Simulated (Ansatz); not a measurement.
## A computed series for W: response to strain

Base system: W in the bcc (W type) structure (space group Im-3m, No. 229; a = 3.135 Å; relaxed with 0.1 eV smearing). Axes: x, y, z lie along the cube axes.

Strains are applied to the cell and any free atomic positions relax.

Method: DFT with LDA, PAW potentials and a 420 eV plane-wave cutoff in Ansatz (a program for electronic structure), scalar-relativistic without spin-orbit coupling.

Notes on the quantities. energy relative to the base: free energy F.

```json
[
 {"uniaxial strain ε_zz (%)": "0", "energy relative to the base (meV/atom)": "0.0"},
 {"uniaxial strain ε_zz (%)": "0.5", "energy relative to the base (meV/atom)": "0.7"},
 {"uniaxial strain ε_zz (%)": "1", "energy relative to the base (meV/atom)": "2.6"},
 {"uniaxial strain ε_zz (%)": "1.5", "energy relative to the base (meV/atom)": "5.9"},
 {"uniaxial strain ε_zz (%)": "2", "energy relative to the base (meV/atom)": "?"},
 {"uniaxial strain ε_zz (%)": "2.5", "energy relative to the base (meV/atom)": "16.0"},
 {"uniaxial strain ε_zz (%)": "3", "energy relative to the base (meV/atom)": "22.7"}
]
```

Question: Fit ΔE = Aε² + Bε³ (ε in %) to the rows shown and predict the withheld row.

Answer: Least squares on the printed values gives A = 2.72 and B = -0.065 meV/atom (largest residual 0.1 meV/atom); this predicts 10.4 meV/atom, and the run gives 10.3 meV/atom, in agreement.

Stability against distortions was not tested. All final runs are without spin polarisation.
